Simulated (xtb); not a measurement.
xtb 6.7.1, GFN1-xTB: [CH]=C(F)C(F)(F)F, charge +1, multiplicity 1, 8 atoms. The geometry is a generated start, not checked to be a minimum at this level.

```yaml
run_flags: --grad
method: GFN1-xTB
"--acc": 1 (default)
"--etemp (K)": 300 (default)
basis_functions: 30
valence_electrons: 40
```

```xyz
8

C     -1.4564     0.3806    -0.2556
C     -0.7841    -0.4086     0.4197
F     -0.6562    -1.3409     1.2642
C      0.9461     0.0301    -0.0851
F      1.3366    -1.1107    -0.5228
F      1.4265     0.3575     1.0569
F      1.0317     0.9651    -0.9615
H     -1.8444     1.1269    -0.9158
```

Charge 1 and multiplicity 1 are set for this test and not shown to be the ground state.

One run each on 1 thread. Values of broydamp tried: 0.02, 0.05, 0.1, 0.2, 0.4 (default), 0.6, 0.8, 1.

Task: Which value of broydamp needs the fewest SCC iterations, and what happens away from it?

Result: Fewest SCC iterations, within one of each other: 0.4 (default) with 11, 0.6 with 11. The count rises to 20 at 0.02. All converge to one solution.

```csv
broydamp,SCC iterations,end
0.02,20,same solution
0.05,17,same solution
0.1,15,same solution
0.2,13,same solution
0.4 (default),11,same solution
0.6,11,same solution
0.8,13,same solution
1,13,same solution
```
